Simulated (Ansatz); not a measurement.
**Pressure series in SnS2**

The parent structure is SnS2 in the CdI2 type structure (space group P-3m1, No. 164; a = 3.6261 Å, c = 5.5729 Å; layered, stacked along the Cartesian z axis).

Cell and atoms are relaxed at each pressure.

The values are results of plane-wave PAW DFT at the PBEsol-D3(BJ) level (Ansatz, a quantum-chemistry and plane-wave program, 420 eV), no SOC, not measurements.

Notes on the quantities. enthalpy: H = E + PV relative to the base's energy.

```tsv
case	c/a ratio	enthalpy	shortest interatomic distance
base	1.537	–	2.560 Å
pressure −1 GPa	1.569	-0.13 eV/atom	2.566 Å
pressure 1.8 GPa	1.502	+0.23 eV/atom	2.550 Å
pressure 18 GPa	1.401	+2.10 eV/atom	2.487 Å
pressure 30 GPa	1.383	+3.33 eV/atom	2.453 Å
pressure 45 GPa	1.379	+4.77 eV/atom	2.417 Å
pressure 60 GPa	1.415	+6.12 eV/atom	2.389 Å
```

The mesh was chosen for an insulator and is coarse for the gapless case. Load acts through the strain it causes; cell and atoms are relaxed under it. Whether these cells are dynamically stable was not tested. Competing high-pressure phases were not computed. All final runs are without spin polarisation.
